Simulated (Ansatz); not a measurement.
Ansatz (a first-principles code) run on Cu3Sn (Fm-3m, 4 atoms in the cell): relaxation of cell and atoms.

Level of theory: PBEsol, PAW files made with PBE (plane waves; Ansatz).

```
Cu3Sn
1.0
    0.00000     3.10029     3.10029
    3.10029     0.00000     3.10029
    3.10029     3.10029     0.00000
Cu Sn
3 1
Direct
  0.50000   0.50000   0.50000
  0.75000   0.75000   0.75000
  0.25000   0.25000   0.25000
  0.00000   0.00000   0.00000
```

Reference input (self-consistent single point, DFT, PBEsol, plane waves, PAW files made with PBE): kpoints.mp_grid.grid = 9 9 9; hamiltonian.xc = pbesol; hamiltonian.pseudopotentials = {kind: paw} (an earlier, softer set of the program's PAW files); scf.occupations.method = fermi_dirac; scf.occupations.width = 0.0073 Ry. This run's input differs from it in these lines:

```diff
@@ -18,2 +18,4 @@
   occupations: { method: fermi_dirac, width: 0.0073 Ry }
+relax:
+  cell: {}
 output:
```

Log, with long lists cut:

```
   [... SCF lines of the steps left out ...]
relax step   1: F+E_penalty+E_count = -25715.89454193 eV  Δ(F+E_penalty+E_count) = +0.000e0 eV  max|allowed force component| = 5.782e-18 eV/Å  Δτ_max = 0.0000 Å  P = -7.709 GPa  Ω = 59.599 Å³  (9 SCF iters, dr2 threshold 1.00e-7 eV, accepted)
relax step   2: F+E_penalty+E_count = -25716.00318636 eV  Δ(F+E_penalty+E_count) = -1.086e-1 eV  max|allowed force component| = 4.713e-17 eV/Å  Δτ_max = 0.0000 Å  P = +0.632 GPa  Ω = 55.212 Å³  energy of the carried Pulay correction = +2.351e-3 eV  [...]
   [... lines left out ...]
relax step   4: F+E_penalty+E_count = -25716.00356043 eV  Δ(F+E_penalty+E_count) = -3.739e-5 eV  max|allowed force component| = 5.407e-17 eV/Å  Δτ_max = 0.0000 Å  P = -0.001 GPa  Ω = 55.478 Å³  energy of the carried Pulay correction = +2.203e-3 eV  [...]
relax step   5: F+E_penalty+E_count = -25716.00118072 eV  Δ(F+E_penalty+E_count) = +2.380e-3 eV  max|allowed force component| = 5.696e-17 eV/Å  Δτ_max = 0.0000 Å  P = +0.009 GPa  Ω = 55.478 Å³  stress off target by 9.11e-3 GPa  SCF on the basis [...]
basis re-selected at this cell: Δ(F+E_penalty+E_count) = +2.380e-3 eV, ΔP = +0.010 GPa vs the last step
the relaxation is at rest under the 48 symmetry operations that the run kept from its start: a minimum is not shown …
Free energy (F): -25716.001181 eV
Internal energy: -25715.976539 eV  (E = F + TS)
E sigma→0 (E₀):  -25715.988860 eV
Entropy (-TS):   -0.024642 eV (-6.160 meV/atom)
Fermi energy:    16.515465 eV
--- Forces (eV/Å), atoms counted from 1 ---
  atom   1  Cu     0.00000000    -0.00000000     0.00000000
   [... zero for the other atoms too ...]
   [... lines left out ...]
  cell:  # Å, volume = 55.4785 Å³
   [... lines left out ...]
  atoms:
    - { symbol: Cu, position: [0.49999999999999994, 0.49999999999999994, 0.49999999999999994] }
    - { symbol: Cu, position: [0.7499999999999998, 0.7499999999999998, 0.7499999999999998] }
    - { symbol: Cu, position: [0.24999999999999997, 0.24999999999999997, 0.24999999999999997] }
    - { symbol: Sn, position: [6.741035991934216e-34, -1.0359745325186748e-33, -6.573575311929061e-34] }
```

The run converged.  The full log also holds: “iter 5 did not close the SCF: its close was put off for the readings that it lacked (scf_convergence_deferred on its scf_iter line)”.

Summary of the result:
| Quantity | Value |
|---|---|
| Free energy E − TS (on the zero of these files) | -25716.0012 eV |
| Fermi level (on the code's own zero) | 16.52 eV |
| Pressure | 0.01 GPa |
| Final cell | a = b = c = 4.281 Å, α = β = γ = 60.00° |
| Final volume per atom | 13.87 Å³ |
| Relaxation steps | 5 |

The starting cell comes from a database of computed structures (which also holds hypothetical and non-ambient phases and stackings), without a prior relaxation at this level. Its lattice was rescaled by a random factor within 2.5 % of one. Spin polarisation is off. The relaxation keeps the symmetry of its start, so its end need not be a minimum. Ansatz's pressure includes its estimate of the finite-basis (Pulay) stress.

Cost on one core of a shared machine: roughly 40 s.

Keys are those of Ansatz 0.2.
